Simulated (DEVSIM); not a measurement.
Structure: Al/La2O3/p-Si capacitor, at 300 K.

Layer 1 from the left is La2O3, thickness (nm) 2.30. Layer 2 from the left is Si, thickness (nm) 5000, Na (cm⁻³) 1.3e16.

Metal gate on the left, work function 4.1 eV. Fixed charge at the semiconductor interface 0 cm⁻² (in units of +e); no interface traps.

The device is made up for the run: typed textbook-type constants, with dimensions and the other settings drawn at random. Values at 300 K.

La2O3: gap (eV) 5.8, affinity (eV) 1.8, permittivity 27. Si: gap (eV) 1.124, affinity (eV) 4.05, permittivity 11.7, Nc (cm⁻³) 2.86e19, Nv (cm⁻³) 3.1e19.

Question: Estimate by hand the flat-band voltage, the threshold voltage, and compare with a numerical solution.

Answer: 
- Flat-band voltage: C = 10.4 μF/cm², work-function difference -0.873 V; VFB = φms − qNf/C = -0.87 V; numerical -0.87 V.
- Threshold voltage: φF = 0.362 V, depletion charge √(4εqNφF) = 5.59e-8 C/cm²; VT = VFB + 2φF + Qd/C = -0.14 V; numerical -0.14 V.

Model (solved in DEVSIM): 1D Poisson equation in equilibrium, Boltzmann statistics, complete ionisation; no quantum confinement or tunnelling. Metal contacts follow the ideal Schottky-Mott rule: no Fermi-level pinning, no interface dipoles.
